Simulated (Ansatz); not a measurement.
Computed paths: Au-vacancy pair in fcc Cu, neutral cell

Consider Au-vacancy pair (Au on one host Cu site, one Cu site vacant) in fcc Cu, neutral cell. The numbers are results of PBE, PAW (plane waves to 420 eV; Ansatz, an electronic-structure program), not measurements.

Settings: 32 host sites, the relaxed PBE lattice, a 2×2×2 k-point mesh shifted by half a step, smearing 0.10 eV, spin-restricted, no image-charge correction. Energies are static. Spin-orbit coupling is left out. Forms of the defect that were not tried may lie lower.

Barriers: single points on a 4×4×4 k-point mesh shifted by half a step at the bands' geometries (they differ from the bands' own by up to 0.22 eV, and are uncertain by about as much).

```csv
Route,Start site over the lowest site run (eV),Hop (Å),Forward barrier (eV),Backward barrier (eV),Neighbours at the start,Neighbours at the saddle,Saddle order,"Forward, on the band's own sampling (eV)"
direct exchange of Au with the vacancy (Au-vacancy distance between ideal sites 2.57 Å throughout),0.00,2.30,0.76,0.76,"4 Cu at 2.59, 2 Cu at 2.63, 4 Cu at 2.67, Cu at 2.72 Å","4 Cu at 2.48, 4 Cu at 2.81 Å","not checked, on a symmetry element",0.54
```

Paths come from nudged elastic bands with a climbing image.  A band can be held on a symmetry element, so unchecked saddle points there may be too high.
